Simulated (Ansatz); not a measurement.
# Response to strain in BeS

The reference is BeS in the zinc blende structure (space group F-43m, No. 216; a = 4.869 Å). Axes: x, y, z lie along the cube axes.

Strains are applied to the cell and any free atomic positions relax; under biaxial strain the out-of-plane vector relaxes too.

Level of theory: r2SCAN (Ansatz, an electronic-structure program, PAW, no SOC).

Notes on the quantities. energy relative to the base: free energy F.

| biaxial strain, plane normal [111], relaxed out of plane (%) | energy relative to the base (meV/atom) |
|---|---|
| 0 | 0.0 |
| 0.42 | 0.4 |
| 0.83 | ? |
| 1.25 | 3.3 |
| 1.67 | 5.8 |
| 2.08 | 8.9 |
| 2.5 | 12.7 |

**Question.** Fit ΔE = Aε² + Bε³ (ε in %) to the rows shown and predict the withheld row.

**Answer.** Least squares on the printed values gives A = 2.18 and B = -0.061 meV/atom (largest residual 0.0 meV/atom); this predicts 1.5 meV/atom, and the run gives 1.5 meV/atom, in agreement.

No phonon test of stability was made.
